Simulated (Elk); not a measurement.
Band structure of NaBi (P4/mmm, 2 atoms in the cell).

```yaml
crystal:
  lattice:
    - [3.40520, 0.00000, 0.00000]
    - [0.00000, 3.40520, 0.00000]
    - [0.00000, 0.00000, 4.86714]
  atoms:
    - { symbol: Na, position: [0.50000, 0.50000, 0.50000] }
    - { symbol: Bi, position: [0.00000, 0.00000, 0.00000] }
```

Method: PBEsol, all-electron FP-LAPW, Elk's shipped species files, APW+lo basis with extra local orbitals run with Elk.

Settings: xctype = 22; rgkmax = 7.5; stype = 3; swidth = 0.00367493 Ha; ngridk = 10 10 7; gmaxvr = 16 1/bohr; nxlo = 2; lorbcnd = true; lmaxi = 3.

The starting cell comes from a database of computed structures (which also holds hypothetical and non-ambient phases and stackings), without a prior relaxation at this level. Spin-orbit coupling is off. Values depend on the basis (sphere radii, cutoffs, local orbitals), which need not be converged.

Levels in eV from the Fermi level, bands 9 to 16:
| point | 9 | 10 | 11 | 12 | 13 | 14 | 15 | 16 |
|---|---|---|---|---|---|---|---|---|
| Γ | -22.19 | -11.82 | -1.87 | 0.48 | 3.10 | 3.10 | 6.32 | 6.89 |
| X | -22.15 | -10.24 | -4.19 | -0.17 | 3.10 | 4.63 | 4.65 | 4.70 |
| M | -22.14 | -8.74 | -2.41 | -2.41 | 1.69 | 2.48 | 5.76 | 6.39 |
| Z | -22.19 | -11.63 | -4.12 | 3.27 | 3.27 | 6.21 | 6.51 | 8.09 |
| R | -22.14 | -10.13 | -3.81 | -1.95 | 1.36 | 4.96 | 8.53 | 9.36 |
| A | -22.13 | -8.62 | -2.19 | -2.19 | -0.06 | 3.14 | 3.62 | 3.62 |

Bands cross the Fermi level along this path, so the cell is metallic at this level.
